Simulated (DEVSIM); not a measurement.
Device: Si p+/n-/n+ power diode, at 300 K.

| layer (left to right) | material | thickness (μm) | Nd (cm⁻³) | Na (cm⁻³) | τn (s) | τp (s) |
|---|---|---|---|---|---|---|
| 1 | Si | 1.60 | - | 2.7e18 | 5.6e-7 | 5.6e-7 |
| 2 | Si | 65.0 | 1.2e15 | - | 5.6e-7 | 5.6e-7 |
| 3 | Si | 0.800 | 2.7e18 | - | 5.6e-7 | 5.6e-7 |

Left contact: ohmic. Right contact: ohmic. Voltage is applied to the left contact. Recombination: SRH at mid-gap. Mobility is constant in doping.

Constants are typed, rounded textbook-type inputs, not results; the design itself was drawn at random and stands for no fabricated device. Values at 300 K.

| parameter | Si |
|---|---|
| gap (eV) | 1.124 |
| affinity (eV) | 4.05 |
| permittivity | 11.7 |
| Nc (cm⁻³) | 2.86e19 |
| Nv (cm⁻³) | 3.1e19 |
| μn (cm²/Vs) | 1417 |
| μp (cm²/Vs) | 470 |

Model (solved in DEVSIM): 1D drift-diffusion, Boltzmann statistics, complete ionisation; no tunnelling, impact ionisation, image-force lowering or self-heating.

**Question.** Tabulate band edges, carrier densities and field at 0.9 V on the left contact.

**Answer.** Energies count from the Fermi level of the right contact; mesh points crowd at the junctions.

```tsv
x (μm)	Ec (eV)	Ev (eV)	n (cm⁻³)	p (cm⁻³)	field (V/cm)
0.000	0.161	-0.963	< 1e2	2.7e18	≈ 0
0.05643	0.161	-0.963	1.3e14	2.7e18	≈ 0
0.2311	0.161	-0.963	5.5e14	2.7e18	≈ 0
0.8000	0.161	-0.963	1.9e15	2.7e18	≈ 0
1.448	0.161	-0.963	3.4e15	2.7e18	≈ 0
1.571	0.161	-0.963	3.7e15	2.7e18	≈ 0
1.611	0.093	-1.032	5.3e16	1.9e17	-19000
1.753	0.076	-1.048	1.0e17	1.0e17	10
2.155	0.076	-1.048	1.0e17	1.0e17	10
3.543	0.078	-1.046	9.8e16	9.7e16	11
7.996	0.083	-1.041	9.2e16	9.0e16	11
34.10	0.115	-1.009	6.8e16	6.7e16	13
56.66	0.144	-0.980	6.6e16	6.5e16	12
63.69	0.152	-0.972	6.9e16	6.8e16	11
66.03	0.155	-0.969	7.0e16	6.9e16	11
66.45	0.155	-0.969	7.0e16	6.9e16	11
66.57	0.151	-0.973	8.3e16	5.9e16	-3800
66.61	0.061	-1.063	2.7e18	1.8e15	-860
66.74	0.061	-1.063	2.7e18	1.5e15	≈ 0
67.07	0.061	-1.063	2.7e18	7.4e14	≈ 0
67.31	0.061	-1.063	2.7e18	1.9e14	≈ 0
67.40	0.061	-1.063	2.7e18	< 1e2	≈ 0
```
